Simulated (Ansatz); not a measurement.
Take Ru in the hcp (Mg type) structure (space group P6_3/mmc, No. 194; a = 2.691 Å, c = 4.249 Å; relaxed with 0.1 eV smearing) as the base. Axes: x lies along a and z along c of the hexagonal cell.

All numbers come from PBEsol/PAW in Ansatz (a first-principles code), no spin-orbit coupling.

Perturbation: the cell is scaled by 0.9900 in all directions; the atoms relax in the strained cell.

Q: Predict the stress tensor and what it implies for the stiffness.

A: Stress of the strained cell less that of the base (GPa, compression positive):
```
   11.0     0.0     0.0
    0.0    11.0     0.0
    0.0     0.0    11.7
```

Then B = −ΔP/(ΔV/V₀) with ΔV/V₀ = -0.0297 gives secant stiffness values (nonlinear terms included at this strain): B (at held cell shape, above the free-shape value) ≈ 378 GPa.

As a check, the harmonic strain energy −½ V₀ Δσ:ε is 14 meV/atom; the computed energy rise is 13 meV/atom.

Whether these cells are dynamically stable was not tested. The final runs are not spin-polarised.
